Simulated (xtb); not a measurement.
xtb 6.7.1, GFN1-xTB: Co(OH)(NMe2)(OH2)2 (C[N](C)[Co]([OH])(<-[OH2])<-[OH2]), charge 0, multiplicity 4, 18 atoms. The geometry is a generated start, not checked to be a minimum at this level.

run flags: --grad
method: GFN1-xTB
--acc: 1 (default)
--etemp (K): 300 (default)
basis functions: 56
valence electrons: 51

```xyz
18

Co    -0.0637     0.3483    -0.7739
O     -0.0386     0.8884    -2.5321
H      0.5898     1.3641    -3.0688
N      0.5884    -0.4021     0.7489
C      1.8322    -1.0816     0.9928
C     -0.1941    -0.3138     1.9544
H      2.4204    -0.5656     1.7678
H      1.6531    -2.1077     1.3488
H      2.4261    -1.1294     0.0812
H     -0.4234    -1.3159     2.3467
H      0.3540     0.2291     2.7400
H     -1.1317     0.2057     1.7595
O     -1.6886    -1.1558    -1.6457
H     -1.1671    -1.9600    -1.7344
H     -1.5823    -0.6628    -2.4725
O     -1.3143     2.2998    -0.2476
H     -1.6152     2.3844    -1.1598
H     -0.6450     2.9749    -0.1053
```

Charge 0 and multiplicity 4 are set for this test and not shown to be the ground state. GFN-xTB has no spin term: --uhf 3 sets the occupations alone.

One run each on 1 thread. Values of broydamp tried: 0.02, 0.05, 0.1, 0.2, 0.4 (default), 0.6, 0.8, 1.

### Question
Which value of broydamp needs the fewest SCC iterations, and what happens away from it?

### Answer
Fewest SCC iterations, within one of each other: 0.2 with 13, 0.4 (default) with 12, 0.6 with 13. The count rises to 20 at 0.02. All converge to one solution.

```json
[
 {"broydamp": "0.02", "SCC iterations": "20", "end": "same solution"},
 {"broydamp": "0.05", "SCC iterations": "19", "end": "same solution"},
 {"broydamp": "0.1", "SCC iterations": "15", "end": "same solution"},
 {"broydamp": "0.2", "SCC iterations": "13", "end": "same solution"},
 {"broydamp": "0.4 (default)", "SCC iterations": "12", "end": "same solution"},
 {"broydamp": "0.6", "SCC iterations": "13", "end": "same solution"},
 {"broydamp": "0.8", "SCC iterations": "16", "end": "same solution"},
 {"broydamp": "1", "SCC iterations": "18", "end": "same solution"}
]
```
